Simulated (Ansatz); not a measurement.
## BN with two functionals, As on a N site

The parent structure is a 28-atom supercell of BN in the h-BN type structure (space group P6_3/mmc, No. 194; a = 2.506 Å, c = 6.615 Å; layered, stacked along the Cartesian z axis) at its relaxed geometry.

(Cell as relaxed with PBE-D3(BJ).)

Levels (all Ansatz, an electronic-structure program, PAW): PBE-D3(BJ) (420 eV, without spin-orbit coupling); PBEsol-D3(BJ) (420 eV, scalar-relativistic without spin-orbit coupling).

Each level relaxes its own structure.

Now apply this change: a neutral As on a N site, atoms relaxed at fixed cell, starting from a slightly rattled geometry.

| quantity | PBE-D3(BJ) | PBEsol-D3(BJ) |
|---|---|---|
| gap of the supercell | 3.21 eV | (withheld) |
| shift of the gap caused by the change | -1.02 eV | (withheld) |
| shift of the substituted atom off its lattice site | 0.95 Å | (withheld) |
| pressure | 8.5 GPa | (withheld) |

Task: Given the PBE-D3(BJ) results, estimate those of PBEsol-D3(BJ).

Result: 
- gap of the supercell, PBEsol-D3(BJ): 2.94 eV
- shift of the gap caused by the change, PBEsol-D3(BJ): -1.13 eV
- shift of the substituted atom off its lattice site, PBEsol-D3(BJ): 0.93 Å
- pressure, PBEsol-D3(BJ): 9.4 GPa

PBE-D3(BJ)'s gap of the supercell lies 0.27 eV above PBEsol-D3(BJ)'s; PBE-D3(BJ)'s shift of the gap caused by the change lies 0.11 eV above PBEsol-D3(BJ)'s; PBE-D3(BJ)'s pressure lies 0.9 GPa below PBEsol-D3(BJ)'s. Neither level is exact; PBEsol-D3(BJ) is the comparison here, not a measurement.

Other magnetic orders, which the real material may have, were not ruled out. In so small a cell the defect repeats every few ångströms: this is an ordered compound, not a dilute defect. Seeded moments were not kept for As on a N site.
